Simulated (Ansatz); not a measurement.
Start from PbSe in the rock salt structure (space group Fm-3m, No. 225).

```
CELL_PARAMETERS angstrom
      0.00000     3.10889     3.10889
      3.10889     0.00000     3.10889
      3.10889     3.10889     0.00000
ATOMIC_POSITIONS crystal
  Pb 0.00000 0.00000 0.00000
  Se 0.50000 0.50000 0.50000
```

Calculations: plane-wave PAW DFT at the PBE level (Ansatz, a program for electronic structure, 420 eV), no spin-orbit coupling.

For the base:

The width of the top valence band comes out as 2.92 eV.

It is then changed as follows: every lattice vector is shortened by 3.00 %, atoms relaxed at fixed cell.

Task: What happens to the mean gap deformation potential ΔEg/Δln V and width of the top valence band?

Result: The mean gap deformation potential ΔEg/Δln V is +3.3 eV; the width of the top valence band increases by 0.656 eV, from 2.92 eV to 3.57 eV.

With Pb present, leaving out spin-orbit coupling can change the band edges. The cells carry an imposed strain or load. No phonon test of stability was made.
